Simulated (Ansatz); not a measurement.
Defect: Hf-vacancy pair (Hf on one host Al site, one Al site vacant) in fcc Al, neutral cell. These are PBE, PAW (plane waves to 420 eV; Ansatz, a quantum-chemistry and plane-wave program) values and carry that method's errors.

32-site cell at the relaxed PBE lattice, a 3×3×3 k-point mesh shifted by half a step, smearing 0.10 eV, spin-restricted, no finite-size correction. Energies are static. Spin-orbit coupling is left out. Forms of the defect that were not tried may lie lower.

Barriers: single points on a 5×5×5 k-point mesh shifted by half a step at the bands' geometries (they differ from the bands' own by up to 0.09 eV, and are uncertain by about as much).

Relaxed starting cell (atoms counted from 1):

```
Al30Hf
1.0
    8.08392     0.00000     0.00000
    0.00000     8.08392     0.00000
    0.00000     0.00000     8.08392
Hf Al
1 30
Direct
  0.99921   0.00370   0.00524
  0.99927   0.00813   0.48600
  0.99922   0.48452   0.00967
  0.99921   0.49767   0.49920
  0.49928   0.99690   0.99845
  0.49923   0.99932   0.50293
  0.49923   0.50136   0.00084
  0.49928   0.50457   0.50611
  0.99930   0.24934   0.74822
  0.99928   0.74667   0.25080
  0.99919   0.74984   0.75139
  0.49920   0.25297   0.25448
  0.49912   0.24888   0.75076
  0.49915   0.74922   0.25040
  0.49926   0.75109   0.75260
  0.25308   0.00297   0.25298
  0.24891   0.99980   0.74942
  0.24607   0.49695   0.25408
  0.24860   0.50145   0.75345
  0.74543   0.00301   0.25305
  0.74955   0.99990   0.74948
  0.75239   0.49705   0.25415
  0.74984   0.50143   0.75345
  0.25299   0.25150   0.00451
  0.24608   0.25258   0.49853
  0.24889   0.74793   0.00133
  0.24854   0.75191   0.50292
  0.74542   0.25155   0.00451
  0.75243   0.25260   0.49859
  0.74953   0.74795   0.00143
  0.74987   0.75194   0.50290
```

End state 1 differs by these moves (Å; atoms that move under 0.08 Å are left out):

```
atom  element    Δx     Δy     Δz
----  -------  ----  -----  -----
1          Hf  0.00   1.98   1.98
2          Al  0.00  -0.04   0.17
3          Al  0.00   0.17  -0.04
9          Al  0.00  -0.04   0.17
10         Al  0.00   0.17  -0.04
```

Question: Predict the forward and backward barriers to end state 1 from PBE, PAW.

Answer: forward 1.12 eV, backward 1.12 eV; at the saddle point atom 1 has neighbours 4 Al at 2.75, 4 Al at 3.10 Å. The saddle point's order was not checked, and it lies on a symmetry element of the cell, where a band can be held.
